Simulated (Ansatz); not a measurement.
```yaml
crystal:
  lattice:
    - [0.00000, 2.96853, 2.96853]
    - [2.96853, 0.00000, 2.96853]
    - [2.96853, 2.96853, 0.00000]
  atoms:
    - { symbol: S, position: [0.00000, 0.00000, 0.00000] }
    - { symbol: Pb, position: [0.50000, 0.50000, 0.50000] }
```

No spin polarisation.

Calculations: PBEsol in Ansatz (plane waves to 420 eV, PAW, scalar-relativistic without spin-orbit coupling), earlier PAW set. Settings: 10×10×10 k-points, 0.05 eV Fermi–Dirac smearing.

Predict the pressure, band gap and electron mass.


```json
{
  "pressure": "-1.00 GPa",
  "band_gap": "0.27 eV",
  "electron_mass": "0.093 mₑ along k, 0.15 mₑ across (at L)"
}
```

With Pb present, leaving out spin-orbit coupling can change the band edges. The cells carry an imposed strain or load. Effective masses come from finite differences of ±0.01 Å⁻¹. Along k means along the line from Γ to the band edge. Whether these cells are dynamically stable was not tested. The cell was made from PbS in the rock salt structure (space group Fm-3m, No. 225) by this change: isotropic strain +0.58 %. The zero or small gap of PbS can change with the level of theory.

Ansatz is a first-principles code.
